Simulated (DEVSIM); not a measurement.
System: Schottky contact on n-type GaSb, at 250 K.

| layer (left to right) | material | thickness (μm) | Nd (cm⁻³) | τn (s) | τp (s) |
|---|---|---|---|---|---|
| 1 | GaSb | 13.0 | 4.4e16 | 5.3e-9 | 5.3e-9 |

Left contact: Schottky, work function 4.55 eV, emission velocity 2.8e6 cm/s. Right contact: ohmic. Voltage is applied to the left contact. Recombination: SRH at mid-gap, radiative. Mobility is μmin + (μ − μmin)/(1 + (N/Nref)^α).

This is a model device: material constants are rounded textbook-type values typed into the input, and sizes, dopings and lifetimes were drawn at random. Values at 300 K; Nc and Nv go as T^1.5, mobilities as T to minus their exponent, the gap by Varshni's rule with the affinity fixed.

| parameter | GaSb |
|---|---|
| gap (eV) | 0.726 |
| affinity (eV) | 4.06 |
| permittivity | 15.7 |
| Nc (cm⁻³) | 2.1e17 |
| Nv (cm⁻³) | 1.8e19 |
| μn (cm²/Vs) | 5000 |
| μp (cm²/Vs) | 850 |
| μn,min | 1000 |
| μp,min | 190 |
| Nref,n | 2.8e17 |
| Nref,p | 9e17 |
| αn | 1.05 |
| αp | 0.65 |
| T exponent of μn | 2 |
| T exponent of μp | 1.7 |
| B (cm³/s) | 1e-10 |
| Varshni α (eV/K) | 0.00042 |
| Varshni β (K) | 140 |

Model (solved in DEVSIM): 1D drift-diffusion, Boltzmann statistics, complete ionisation; no tunnelling, impact ionisation, image-force lowering or self-heating. Metal contacts follow the ideal Schottky-Mott rule: no Fermi-level pinning, no interface dipoles.

The metal work function was swept, all else fixed.

| metal work function (eV) | dark forward voltage at 100 A/cm² (V) | largest field in the device at zero bias (V/cm) | potential step across the device at zero bias (V) | dark forward voltage at 1 A/cm² (V) |
|---|---|---|---|---|
| 4.4 | 0.202 | 54000 | 0.312 | 0.100 |
| 4.45 | 0.252 | 59000 | 0.362 | 0.149 |
| 4.5 | 0.302 | 63000 | 0.412 | 0.199 |
| 4.55 | 0.352 | 67000 | 0.462 | 0.249 |
| 4.6 | 0.402 | 70000 | 0.512 | 0.299 |
| 4.65 | 0.452 | 74000 | 0.562 | 0.349 |
| 4.7 | 0.500 | 80000 | 0.612 | 0.398 |
| 4.75 | 0.542 | 100000 | 0.662 | 0.438 |

From the first row to the last the dark forward voltage at 100 A/cm² goes from 0.202 to 0.542. From the first row to the last the largest field in the device at zero bias goes from 54000 to 100000.
